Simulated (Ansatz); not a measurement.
# Ansatz run on SnSeS (P3m1, 3 atoms in the cell): self-consistent single point

Computed with LDA (PW92), default PAW files made with PBE (plane waves; Ansatz, a program for electronic structure).

Input as run:

Ansatz 0.2 input:
```yaml
crystal:
  lattice:
    - [3.779001, 0.000000, 0.000000]
    - [-1.889500, 3.272711, 0.000000]
    - [0.000000, 0.000000, 6.395850]
  atoms:
    - { symbol: Sn, position: [0.333333, 0.666667, 0.015468] }
    - { symbol: Se, position: [0.000000, 0.000000, 0.757710] }
    - { symbol: S, position: [0.666667, 0.333333, 0.234640] }
basis:
  ecutwfc: 30.9 Ry
kpoints:
  mp_grid:
    grid: [8, 8, 4]
hamiltonian:
  xc: lda
  pseudopotentials:
    kind: paw
scf:
  occupations:
    method: fixed
output:
  forces: true
  eigenvalues: true
  stress: true
```

Log, with long lists cut:

```
WARN the atoms were moved onto the symmetric positions of the space group found under crystal.symmetry.tolerance 1.0e-5 (fractional …
WARN ansatz: RAYON_NUM_THREADS=1 ignored (pool sized by the plan → 1); use --threads N
Pseudopotentials: kind: paw
Pseudopotential: Sn, paw, valence charge 14
Pseudopotential: Se, paw, valence charge 16
Pseudopotential: S, paw, valence charge 6
Crystal: 3 atoms, lattice volume = 79.101 Å³
Basis set: ecut = 420.4159175005146 eV, 1557 PW (Γ)
Bands: 22, of which v1, the nominal top of the filled ones, is band 18 counted from 1 (17 counted from 0)
Symmetry: 6 space group operations
Space group: P3m1 (ITA 156), of the structure as read, at distance tolerance 4.3e-5 Å
k-points: 35 of 256 (time reversal used)
PAW frozen core: Sn, regenerated for the run's functional, and the local potential with it
PAW frozen core: Se, regenerated for the run's functional, and the local potential with it
PAW frozen core: S, regenerated for the run's functional, and the local potential with it
Initial density: superposition of atomic densities (neutral atoms: chi_scale 0, normalization atom), corrected by the library's trained network
Initial wavefunctions: pseudopotential atomic-orbital guess
Eigensolver: davidson
Functional: x = slater, c = lda
SCF iter   1: F=—  HF=-12133.289944 eV  |F-HF|=—  |Δ(HF+E_count)|=         —  Δρ=6.51e-3  dr2=3.92e-2  ethr=1.77e-3  ⟨swp⟩=5.0  Hψ=3150  notcnv=0  defer=67
all-band conjugate gradients solve this SCF's bands
preconditioner: auto → Resta (q_TF=auto, 2.393 Å⁻¹)
SCF iter   2: F=—  HF=-12133.278479 eV  |F-HF|=—  |Δ(HF+E_count)|=   1.15e-2  Δρ=2.78e-3  dr2=3.59e-3  ethr=1.09e-4  ⟨swp⟩=2.0  Hψ=1124  notcnv=0  defer=70
SCF iter   3: F=—  HF=-12133.277453 eV  |F-HF|=—  |Δ(HF+E_count)|=   1.03e-3  Δρ=1.07e-3  dr2=7.26e-4  ethr=9.96e-6  ⟨swp⟩=2.0  Hψ=1295  notcnv=0  defer=70
SCF iter   4: F=—  HF=-12133.277318 eV  |F-HF|=—  |Δ(HF+E_count)|=   1.35e-4  Δρ=2.89e-4  dr2=6.65e-5  ethr=2.02e-6  ⟨swp⟩=2.7  Hψ=1397  notcnv=0  defer=70
SCF iter   5: F=—  HF=-12133.277317 eV  |F-HF|=—  |Δ(HF+E_count)|=   5.38e-7  Δρ=6.08e-5  dr2=5.37e-6  ethr=1.85e-7  ⟨swp⟩=2.1  Hψ=1391  notcnv=0
SCF iter   6: F=—  HF=-12133.277317 eV  |F-HF|=—  |Δ(HF+E_count)|=   9.18e-8  Δρ=2.67e-5  dr2=7.85e-7  ethr=1.49e-8  ⟨swp⟩=2.0  Hψ=1400  notcnv=0
SCF iter   7: F=-12133.277318 eV  HF=-12133.277318 eV  |F-HF|=1.07e-8  |Δ(HF+E_count)|=   3.75e-7  Δρ=6.68e-6  dr2=7.25e-8  ethr=2.78e-10  ⟨swp⟩=5.9  Hψ=4214  notcnv=0
SCF 1 converged in 7 iterations: F = -12133.277318 eV  dr2 = 7.25e-8
SCF converged after 7 iterations
Free energy (F): -12133.277318 eV
Harris-Foulkes:  -12133.277318 eV  (|F-HF|=1.07e-8)
Internal energy: -12133.277318 eV  (E = F + TS)
E sigma→0 (E₀):  -12133.277318 eV
Fermi energy:    6.158195 eV
--- Per-component energies (eV) ---
  E_band       = -540.956516
  E_kinetic    = 413.142543
  E_local      = -4404.891837  (includes V_loc(G=0)·N_el)
  E_nonlocal   = -585.968532
  E_hartree    = 2236.986070
  E_xc         = -576.454669
  E_vxc        = -282.190236  (∫ρ·V_xc dr)
  E_paw        = -6395.635892  (= ΣΔE_a)
  E_vpaw       = -155.030981  (= ΣTr[D̂ρ^β])
  E_aug_tail   = -0.000627  (compensation charges beyond the density's cutoff)
  E_ewald      = -2823.249832
  E_core_change = 2.795458  (= ΣΔE_core)
  E_smearing   = -0.000000  (= −TS)
  E_closure    = 0.000000  (closes the sum)
  Σ components = -12133.277318   (vs F -12133.277318, Δ=0.00e0)
--- Forces (eV/Å), atoms counted from 1 ---
  atom   1  Sn     0.00000000     0.00000000    -0.78924983
  atom   2  Se    -0.00000000    -0.00000000     0.59315126
  atom   3  S     -0.00000000     0.00000000     0.19612148
  max |Σ_I F_I| component: 2.29e-5 eV/Å
--- Stress (GPa, compression-positive) ---
       -3.408608       0.000000      -0.000000
        0.000000      -3.408608      -0.000000
       -0.000000      -0.000000      -2.818246
  P = ⅓ Tr σ = -3.2118 GPa (-32.118 kbar)
  The stress holds the Pulay correction. Without it, at fixed plane waves, as pw.x and ABINIT print it: P = -3.2506 GPa
--- Band table (eV; the first three rows and the last of 35) ---
  k-point 0: bands = ["-40.6496", "-40.6496", "-40.6342", "-40.6342", "-40.6278", "-15.0434", "-15.0434", "-15.0051", "-14.9879", "-14.9879", "-7.6347", "-5.9533", "0.2442", "4.8760", "4.8760", "5.6693", "6.1175", "6.1175", "6.9887", "9.1315", [...]
  k-point 1: bands = ["-40.6496", "-40.6496", "-40.6342", "-40.6342", "-40.6278", "-15.0434", "-15.0434", "-15.0050", "-14.9879", "-14.9879", "-7.5906", "-6.0477", "0.5155", "4.8426", "4.8717", "4.8717", "6.1377", "6.1377", "7.6133", "9.1631", [...]
  k-point 2: bands = ["-40.6496", "-40.6496", "-40.6342", "-40.6342", "-40.6278", "-15.0434", "-15.0434", "-15.0050", "-14.9879", "-14.9879", "-7.5417", "-6.1448", "0.8373", "4.2057", "4.8676", "4.8676", "6.1582", "6.1582", "7.9933", "9.1967", [...]
  k-point 34: bands = ["-40.6493", "-40.6491", "-40.6344", "-40.6343", "-40.6274", "-15.0753", "-15.0452", "-14.9962", "-14.9786", "-14.9671", "-5.6803", "-5.4301", "-1.2567", "1.8046", "2.2342", "2.9369", "5.3394", "5.5658", "8.1168", "10.8367", [...]
```

The run converged in 7 iterations.

The starting cell comes from a database of computed structures (which also holds hypothetical and non-ambient phases and stackings), without a prior relaxation at this level. Its lattice was rescaled by up to half a per cent. One atom was moved a little off its site on purpose. With a pressure of about -3 GPa the cell is away from its equilibrium volume at this level. Ansatz's pressure includes its estimate of the finite-basis (Pulay) stress.
